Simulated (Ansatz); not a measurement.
**Zigzag WS2 nanoribbon, N = 8, bare edges**

The numbers are results of PBE (plane waves to 420 eV, PAW; Ansatz, a program for electronic structure), not measurements. Mesh 1×1×20. Collinear spin, started with opposed moments, and moments remain. It repeats along c; a and b span vacuum. An idealised model, cut from the flat sheet. It keeps the symmetry and period of its start, so it need not be a minimum against all distortions. Values not marked SOC lack spin–orbit coupling. Fermi–Dirac width 0.05 eV. The two edges differ, and the field of the images 11 Å away isn't corrected.

```
Item                                                                           Value
--------------------------------------------------------------  --------------------
period along the axis (24 atoms)                                             3.164 Å
largest distance between nuclei across the axis                              20.24 Å
edge energy against the flat WS2 sheet, per length of one edge           +0.749 eV/Å
net spin moment                                                     0.62 μB a period
PBE gap                                                         none (under 0.01 eV)
```

```
CELL_PARAMETERS angstrom
     31.50000     0.00000     0.00000
      0.00000    14.50000     0.00000
      0.00000     0.00000     3.16410
ATOMIC_POSITIONS crystal
  S  0.17575 0.39814 0.00000
  S  0.17575 0.60186 0.00000
  W  0.20821 0.50000 0.50000
  S  0.26622 0.39097 0.50000
  S  0.26622 0.60903 0.50000
  W  0.29550 0.50000 0.00000
  S  0.35390 0.39134 0.00000
  S  0.35390 0.60866 0.00000
  W  0.38327 0.50000 0.50000
  S  0.44168 0.39144 0.50000
  S  0.44168 0.60856 0.50000
  W  0.47108 0.50000 0.00000
  S  0.52951 0.39144 0.00000
  S  0.52951 0.60856 0.00000
  W  0.55890 0.50000 0.50000
  S  0.61735 0.39147 0.50000
  S  0.61735 0.60853 0.50000
  W  0.64671 0.50000 0.00000
  S  0.70530 0.39187 0.00000
  S  0.70530 0.60813 0.00000
  W  0.73516 0.50000 0.50000
  S  0.79433 0.38762 0.50000
  S  0.79433 0.61238 0.50000
  W  0.81653 0.50000 0.00000
```
